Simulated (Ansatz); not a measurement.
## Competing hops of Cu-vacancy pair in bcc Mo, neutral cell

Defect migration in bcc Mo: Cu-vacancy pair (Cu on one host Mo site, one Mo site vacant), neutral cell. Calculation: PBE, PAW (plane waves to 420 eV; Ansatz, a program for electronic structure).

36-site cell at the relaxed PBE lattice, a 2×2×3 k-point mesh shifted by half a step, smearing 0.10 eV, spin-restricted, no finite-size correction. Static, classical nuclei. Forms of the defect that were not tried may lie lower.

Barriers: single points on a 3×3×5 k-point mesh shifted by half a step at the bands' geometries (they differ from the bands' own by up to 0.05 eV, and are uncertain by about as much).

```json
[
 {"Route": "Cu and the vacancy change places (Cu-vacancy distance between ideal sites 2.74 Å throughout)", "Start site over the lowest site run (eV)": "0.00", "Hop (Å)": "2.31", "Forward barrier (eV)": "0.39", "Backward barrier (eV)": "0.39", "Neighbours at the start": "2 Mo at 2.70, Mo at 2.73, 3 Mo at 2.80, Mo at 2.96, 2 Mo at 2.99, Mo at 3.01, 2 Mo at 3.26, Mo at 3.32 Å", "Neighbours at the saddle": "4 Mo at 2.65, 2 Mo at 2.67, 4 Mo at 3.39, 2 Mo at 3.40 Å", "Saddle order": "not checked, on a symmetry element", "Forward, on the band's own sampling (eV)": "0.34"}
]
```

Paths come from nudged elastic bands with a climbing image.  A band can be held on a symmetry element, so unchecked saddle points there may be too high.
